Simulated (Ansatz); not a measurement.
# Effect of uniaxial strain ε_zz = +5.31 % on Mo

Start from Mo in the bcc (W type) structure (space group Im-3m, No. 229; a = 3.151 Å; relaxed with 0.1 eV smearing). Axes: x, y, z lie along the cube axes.

Perturbation: uniaxial strain ε_zz = +5.31 %, all other strain components held at zero; the atoms relax in the strained cell.

Calculations: plane-wave PAW DFT at the r2SCAN level (Ansatz, an electronic-structure program, 500 eV), no spin-orbit coupling. Γ-centred 29×29×29 mesh, Fermi–Dirac width 0.1 eV.

```tsv
quantity	base	changed	shift
volume per atom	15.64 Å³	16.47 Å³	+0.83 Å³
space group	Im-3m (No. 229)	I4/mmm (No. 139)	–
energy relative to the base (free energy F)	0 meV/atom	+60 meV/atom	+60 meV/atom
pressure (mean of the normal stresses, compression positive)	0.0 GPa	-12.3 GPa	-12.3 GPa
band gap	zero	zero	–
stress (xx, yy, zz, yz, xz, xy; compression positive)	–	(-7.5, -7.5, -21.9, 0.0, 0.0, 0.0) GPa	–
```

Final structure:

```xyz
1
Lattice="-1.5755 1.5755 1.6591 1.5755 -1.5755 1.6591 1.5755 1.5755 -1.6591" Properties=species:S:1:pos:R:3 pbc="T T T"
Mo     0.0000     0.0000     0.0000
```

Cost of the whole job for the changed cell (relaxation, final SCF and bands): roughly 80 core-seconds.

Whether these cells are dynamically stable was not tested. The final runs are not spin-polarised.
